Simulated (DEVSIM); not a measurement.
System: illuminated Si p-on-n cell, one wavelength, with a back-surface field, at 300 K.

Layer 1 from the left is Si, thickness (μm) 0.730, Na (cm⁻³) 1.9e18, τn (s) 3.1e-6, τp (s) 3.6e-7, absorption coefficient (cm⁻¹) 570. Layer 2 from the left is Si, thickness (μm) 150, Nd (cm⁻³) 4.3e15, τn (s) 9.6e-6, τp (s) 9.6e-6, absorption coefficient (cm⁻¹) 570. Layer 3 from the left is Si, thickness (μm) 0.370, Nd (cm⁻³) 3.1e18, τn (s) 9.6e-6, τp (s) 9.6e-6, absorption coefficient (cm⁻¹) 570.

Left contact: ohmic, minority electron recombination velocity 1000 cm/s. Right contact: ohmic, minority hole recombination velocity 20000 cm/s. Voltage is applied to the left contact. Recombination: SRH at mid-gap, radiative, Auger. Light enters at the left, 1.6e17 photons cm⁻² s⁻¹, one pass, no reflection. Mobility is μmin + (μ − μmin)/(1 + (N/Nref)^α).

The device is made up for the run: typed textbook-type constants, with dimensions and the other settings drawn at random. Values at 300 K.

Si: gap (eV) 1.124, affinity (eV) 4.05, permittivity 11.7, Nc (cm⁻³) 2.86e19, Nv (cm⁻³) 3.1e19, μn (cm²/Vs) 1417, μp (cm²/Vs) 470, μn,min 52, μp,min 45, Nref,n 9.7e16, Nref,p 2.2e17, αn 0.68, αp 0.72, B (cm³/s) 4.7e-15, Cn (cm⁶/s) 2.8e-31, Cp (cm⁶/s) 9.9e-32.

DEVSIM, 1D drift-diffusion, Boltzmann statistics, complete ionisation; no tunnelling, impact ionisation, image-force lowering or self-heating.

Dark forward current:

```tsv
|V| (V)	|J| (A/cm²)
0.05	7.212e-10
0.10	2.680e-9
0.15	8.787e-9
0.20	3.086e-8
0.25	1.275e-7
0.30	6.385e-7
0.35	3.726e-6
0.40	2.380e-5
0.45	0.0001589
0.50	0.001080
0.55	0.007324
0.60	0.04665
0.65	0.2309
0.70	0.7895
0.75	2.309
0.80	6.869
0.85	22.09
0.90	76.22
0.95	247.6
1.00	627.2
1.05	1230
1.10	2024
```

Q: Work out the local ideality factor n = ΔV / (kT/q · ln(J2/J1)) between the rows 0.15 and 0.20 V, 0.45 and 0.50 V, 1.05 and 1.10 V.

A: kT/q = 25.85 mV. From 0.15 to 0.20 V: ln(3.086e-8/8.787e-9) = 1.256, n = 1.54. From 0.45 to 0.50 V: ln(0.001080/0.0001589) = 1.916, n = 1.01, near the 1 of diffusion or emission over a barrier. From 1.05 to 1.10 V: ln(2024/1230) = 0.498, n = 3.88.

Q: What current could the absorbed light give at most, and what share is collected?

A: Σ αd = 8.61, so qΦ(1 − exp(−Σ αd)) = 25.6 mA/cm². The simulated short-circuit current is 22.67 mA/cm², a share of 0.88.

Q: Estimate the open-circuit voltage by superposition: the voltage at which the dark current equals that short-circuit current.

A: Interpolating ln J in the table gives 0.581 V. The simulation gives 0.580 V, the same within the digits that matter. Superposition holds where collection doesn't change with voltage.

Q: Estimate the fill factor from FF0 = (v − ln(v + 0.72))/(v + 1), v = qVoc/(nkT), with n from the dark curve.

A: The rows about Voc, 0.55 and 0.60 V, give n = 1.04, so v = 21.5 and FF0 = 0.818. The simulation gives 0.820, the same within the digits that matter.
